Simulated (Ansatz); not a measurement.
The starting structures come from a database of crystals and need not be the phases stable at ambient conditions.

 Where the default PAW files enter, the runs use the earlier of Ansatz's two default sets.

The decay constant κ of evanescent states in the gap governs leakage through a thin film.

Data:

```
GaAsO4
1.0
    4.97505     0.00000     0.00000
   -0.01730     4.97502     0.00000
    0.00000     0.00000     7.14176
Ga As O
2 2 8
Direct
  0.17228   0.17228   0.50000
  0.82772   0.82772   0.00000
  0.33235   0.66765   0.25000
  0.66765   0.33235   0.75000
  0.22380   0.81358   0.45008
  0.77620   0.18642   0.95008
  0.81358   0.22380   0.54992
  0.18642   0.77620   0.04992
  0.66502   0.72398   0.21956
  0.33498   0.27602   0.71956
  0.72398   0.66502   0.78044
  0.27602   0.33498   0.28044
```

Space group of this cell: C222_1. The cell is taken as given; by r2SCAN its mean pressure is -1.8 GPa.

Transport runs along the normal of the first two printed cell vectors.

The gap is the functional's own, uncorrected, and κ follows it; spin-orbit coupling is left out. Mid-gap values are interpolated between the computed energies.

Question: State the band gap and the smallest decay constant κ at mid-gap according to Ansatz (an electronic-structure program) with r2SCAN.

Answer: Gap 4.04 eV on a 6×6×4 mesh; κ = 0.393 1/Å, at the zone centre.
